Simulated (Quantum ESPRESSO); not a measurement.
A zone-centre phonon calculation of SrAl2 (Imma, 6 atoms in the cell) with Quantum ESPRESSO.

Method of the run: LDA (PZ), GBRV 1.5 ultrasoft (LDA) pseudopotentials (plane waves; Quantum ESPRESSO).

```
SrAl2
1.0
    2.39199     3.94112     3.93289
   -2.39199     3.94112     3.93289
   -2.39199    -3.94112     3.93289
Sr Al
2 4
Direct
  0.55033   0.25000   0.30033
  0.44967   0.75000   0.69967
  0.83937   0.56854   0.27083
  0.16063   0.43146   0.72917
  0.83937   0.93146   0.90791
  0.16063   0.06854   0.09209
```

Reference input (self-consistent single point, DFT, LDA (PZ), plane waves, GBRV 1.5 ultrasoft (LDA) pseudopotentials): ecutwfc = 40 Ry; ecutrho = 200 Ry; occupations = smearing; smearing = gauss; degauss = 0.0073499 Ry; potentials = {Sr: sr_lda_v1.uspp.F.UPF, Al: al_lda_v1.uspp.F.UPF}; K_POINTS = automatic 4 4 4 0 0 0; conv_thr = 1e-08 Ry; mixing_beta = 0.4. This run's input differs from it in these lines:

```diff
@@ -16,4 +16,4 @@
   ntyp = 2
-  ecutwfc = 40
-  ecutrho = 200
+  ecutwfc = 20
+  ecutrho = 100
   occupations = 'smearing'
```

Step 2 (ph.x):

```fortran
phonons at the zone centre
&INPUTPH
  prefix = 'SrAl2'
  outdir = './work'
  tr2_ph = 1.0d-14
  fildyn = 'dyn.G'
/
0.0 0.0 0.0
```

Step 3 (dynmat.x):

```fortran
&INPUT
  fildyn = 'dyn.G'
  asr = 'simple'
/
```

Output, abridged:

Output of step 1:

```
     Self-consistent Calculation

     iteration #  1     ecut=    20.00 Ry     beta= 0.40

---- Real-time Memory Report at c_bands before calling an iterative solver
            95 MiB given to the printing process from OS
            30 MiB allocation reported by mallinfo(arena+hblkhd)
------------------

     Threshold (ethr) on eigenvalues was too large:
     Diagonalizing with lowered threshold

---- Real-time Memory Report at c_bands before calling an iterative solver
           109 MiB given to the printing process from OS
            46 MiB allocation reported by mallinfo(arena+hblkhd)
------------------

   [... lines left out ...]
           125 MiB given to the printing process from OS
            49 MiB allocation reported by mallinfo(arena+hblkhd)
------------------

     negative rho (up, down):  1.319E-01 0.000E+00

     total energy              =    -167.12246000 Ry
     estimated scf accuracy    <       0.00000015 Ry

     iteration #  8     ecut=    20.00 Ry     beta= 0.40

---- Real-time Memory Report at c_bands before calling an iterative solver
           125 MiB given to the printing process from OS
            50 MiB allocation reported by mallinfo(arena+hblkhd)
------------------

     negative rho (up, down):  1.319E-01 0.000E+00
     End of self-consistent calculation

     the Fermi energy is     7.0578 ev

!    total energy              =    -167.12246002 Ry
     estimated scf accuracy    <          8.2E-09 Ry
     smearing contrib. (-TS)   =      -0.00057110 Ry
     internal energy E=F+TS    =    -167.12188892 Ry

     convergence has been achieved in   8 iterations

     negative rho (up, down):  1.319E-01 0.000E+00

     Forces acting on atoms (cartesian axes, Ry/au):

     atom    1 type  1   force =    -0.00000000    0.00000000   -0.00273333
     atom    2 type  1   force =     0.00000000    0.00000000    0.00273333
     atom    3 type  2   force =     0.00000000    0.00068910   -0.00074100
     atom    4 type  2   force =    -0.00000000   -0.00068910    0.00074100
     atom    5 type  2   force =     0.00000000   -0.00068910   -0.00074100
   [... lines left out ...]
     Total force =     0.004363     Total SCF correction =     0.000307
   [... lines left out ...]

     negative rho (up, down):  1.319E-01 0.000E+00
          total   stress  (Ry/bohr**3)                   (kbar)     P=      -32.26
  -0.00019956   0.00000000  -0.00000000          -29.36        0.00       -0.00
   0.00000000  -0.00024536   0.00000000            0.00      -36.09        0.00
  -0.00000000   0.00000000  -0.00021298           -0.00        0.00      -31.33

   JOB DONE.
```

Output of step 2:

```
     Reading xml data from directory:

     ./work/SrAl2.save/

     G-vector sticks info
     --------------------
     sticks:   dense  smooth     PW     G-vecs:    dense   smooth      PW
     Sum         763     609    191                16939    12121    2083

     negative rho (up, down):  1.319E-01 0.000E+00
     Reading collected, re-writing distributed wavefunctions in ./work/

     Number and degeneracy of irreps per q-point
       N         xq(1)         xq(2)         xq(3)   N irreps
       1   0.000000000   0.000000000   0.000000000      18
     No degeneracy

     Calculation of q =    0.0000000   0.0000000   0.0000000

     phonons at the zone centre

     bravais-lattice index     =           11
     lattice parameter (alat)  =       9.0404  a.u.
   [... lines left out ...]

     Representation    11      1 modes -  To be done

     Representation    12      1 modes -  To be done

     Representation    13      1 modes -  To be done

     Representation    14      1 modes -  To be done

     Representation    15      1 modes -  To be done

     Representation    16      1 modes -  To be done

     Representation    17      1 modes -  To be done

     Representation    18      1 modes -  To be done

     Alpha used in Ewald sum =   0.9000

     negative rho (up, down):  1.319E-01 0.000E+00
     Representation #   1 mode #   1

     Self-consistent Calculation

      iter #   1   av.it.:   4.6
      thresh= 1.000E-02 alpha_mix =  0.700 |ddv_scf|^2 =  5.460E-07

      iter #   2   av.it.:  12.3
      thresh= 7.389E-05 alpha_mix =  0.700 |ddv_scf|^2 =  9.002E-07

   [... 4 blocks of this kind left out ...]

      iter #   7   av.it.:  12.4
      thresh= 2.436E-08 alpha_mix =  0.700 |ddv_scf|^2 =  3.259E-15
     End of self-consistent calculation

     Convergence has been achieved

     Representation #   2 mode #   2

     Self-consistent Calculation

      iter #   1   av.it.:   7.0
      thresh= 1.000E-02 alpha_mix =  0.700 |ddv_scf|^2 =  1.497E-05

      iter #   2   av.it.:  12.5
      thresh= 3.869E-04 alpha_mix =  0.700 |ddv_scf|^2 =  2.637E-05

   [... 6 blocks of this kind left out ...]

      iter #   9   av.it.:  12.2
      thresh= 1.834E-08 alpha_mix =  0.700 |ddv_scf|^2 =  3.076E-15

     End of self-consistent calculation

     Convergence has been achieved

   [... 15 blocks of this kind left out ...]

     Representation #  18 mode #  18

     Self-consistent Calculation

      iter #   1   av.it.:   3.6
      thresh= 1.000E-02 alpha_mix =  0.700 |ddv_scf|^2 =  4.414E-08

      iter #   2   av.it.:  11.6
   [... lines left out ...]
     freq (  11-  11) =        178.1  [cm-1]   --> B_2g            R
     freq (  12-  12) =        215.1  [cm-1]   --> B_1u            I
     freq (  13-  13) =        229.6  [cm-1]   --> A_g             R
     freq (  14-  14) =        236.5  [cm-1]   --> B_3u            I
     freq (  15-  15) =        243.9  [cm-1]   --> B_2g            R
     freq (  16-  16) =        272.7  [cm-1]   --> A_u
     freq (  17-  17) =        289.3  [cm-1]   --> A_g             R
     freq (  18-  18) =        297.5  [cm-1]   --> B_3g            R
   JOB DONE.
```

Output of step 3:

```
     diagonalizing the dynamical matrix ...

 q =      0.00000000     0.00000000     0.00000000
 **************************************************************************
     freq (    1) =      -0.000263 [THz] =      -0.008784 [cm-1]
 ( -0.000000   0.000000     0.000000   0.000000     0.408256   0.000000   )
 ( -0.000000   0.000000     0.000000   0.000000     0.408256   0.000000   )
 ( -0.000000   0.000000     0.000029   0.000000     0.408244   0.000000   )
 ( -0.000000   0.000000     0.000029   0.000000     0.408244   0.000000   )
 ( -0.000000   0.000000    -0.000029   0.000000     0.408244   0.000000   )
 ( -0.000000   0.000000    -0.000029   0.000000     0.408244   0.000000   )
     freq (    2) =      -0.000237 [THz] =      -0.007906 [cm-1]
   [... lines left out ...]
 ( -0.052975   0.000000    -0.000000   0.000000     0.000000   0.000000   )
 ( -0.498595   0.000000     0.000000   0.000000     0.000000   0.000000   )
 (  0.498595   0.000000    -0.000000   0.000000     0.000000   0.000000   )
 ( -0.498595   0.000000    -0.000000   0.000000    -0.000000   0.000000   )
 (  0.498595   0.000000    -0.000000   0.000000     0.000000   0.000000   )
 **************************************************************************
```

The run converged in 8 iterations. 

Summary of the result:
- Free energy E − TS = -2273.8169 eV
- Fermi level (on the code's own zero) = 7.06 eV
- Pressure = -3.23 GPa
- Largest force (vector length) = 0.070 eV/Å
- Zone-centre frequencies (cm⁻¹; negative means imaginary) = 0, 0, 0, 93, 102, 111, 146, 147, 165, 168, 179, 215, 230, 237, 244, 273, 289, 298

The starting cell comes from a database of computed structures (which also holds hypothetical and non-ambient phases and stackings), without a prior relaxation at this level. Its lattice was rescaled by up to half a per cent.
